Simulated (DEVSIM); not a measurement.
Structure: Schottky contact on n-type CdTe, at 350 K.

Layer 1 from the left is CdTe, thickness (μm) 0.550, Nd (cm⁻³) 1.8e15, τn (s) 3.3e-9, τp (s) 3.3e-9.

Left contact: Schottky, work function 5.08 eV, emission velocity 6.1e6 cm/s. Right contact: ohmic. Voltage is applied to the left contact. Recombination: SRH at mid-gap, radiative. Mobility is μmin + (μ − μmin)/(1 + (N/Nref)^α).

The device is made up for the run: typed textbook-type constants, with dimensions and the other settings drawn at random. Values at 300 K; Nc and Nv go as T^1.5, mobilities as T to minus their exponent, the gap by Varshni's rule with the affinity fixed.

CdTe: gap (eV) 1.5, affinity (eV) 4.28, permittivity 10.2, Nc (cm⁻³) 8e17, Nv (cm⁻³) 1.8e19, μn (cm²/Vs) 1000, μp (cm²/Vs) 80, μn,min 100, μp,min 10, Nref,n 1e17, Nref,p 1e17, αn 0.6, αp 0.6, T exponent of μn 1.7, T exponent of μp 1.5, B (cm³/s) 1e-10, Varshni α (eV/K) 0.00031, Varshni β (K) 108.

Model (solved in DEVSIM): 1D drift-diffusion, Boltzmann statistics, complete ionisation; no tunnelling, impact ionisation, image-force lowering or self-heating. Metal contacts follow the ideal Schottky-Mott rule: no Fermi-level pinning, no interface dipoles.

Dark forward current:

| |V| (V) | |J| (A/cm²) |
|---|---|
| 0.05 | 8.621e-6 |
| 0.10 | 5.280e-5 |
| 0.15 | 0.0002793 |
| 0.20 | 0.001437 |
| 0.25 | 0.007323 |
| 0.30 | 0.03701 |
| 0.35 | 0.1847 |
| 0.40 | 0.9010 |
| 0.45 | 4.183 |
| 0.50 | 17.30 |
| 0.55 | 56.89 |
| 0.60 | 138.1 |
| 0.65 | 258.2 |
| 0.70 | 404.9 |
| 0.75 | 567.7 |
| 0.80 | 739.9 |
| 0.85 | 917.7 |
| 0.90 | 1099 |
| 0.95 | 1282 |
| 1.00 | 1467 |
| 1.05 | 1652 |
| 1.10 | 1838 |
| 1.15 | 2024 |

Work out the local ideality factor n = ΔV / (kT/q · ln(J2/J1)) between the rows 0.15 and 0.20 V, 1.10 and 1.15 V.

kT/q = 30.16 mV. From 0.15 to 0.20 V: ln(0.001437/0.0002793) = 1.638, n = 1.01, near the 1 of diffusion or emission over a barrier. From 1.10 to 1.15 V: ln(2024/1838) = 0.096, n = 17.20; the layers' resistance at their doping, Σ W/(qμN) = 0.00027 Ω cm², would take 50 mV of this step of 50 mV.

Estimate the current at 0.25 V for emission alone, J0 = q v N_band exp(−φB/kT), and read the barrier back from the simulated current.

φB = 0.800 eV, N_band = 1.01e18 cm⁻³, J0 = 2.98e-6 A/cm²; J = J0 (exp(qV/kT) − 1) = 0.0118 A/cm². The simulation gives 0.00732 A/cm²; the estimate lies 62 % above. Read backwards, the simulated current gives an apparent barrier of 0.815 eV. The estimate leaves out transport through the depletion region and minority injection.
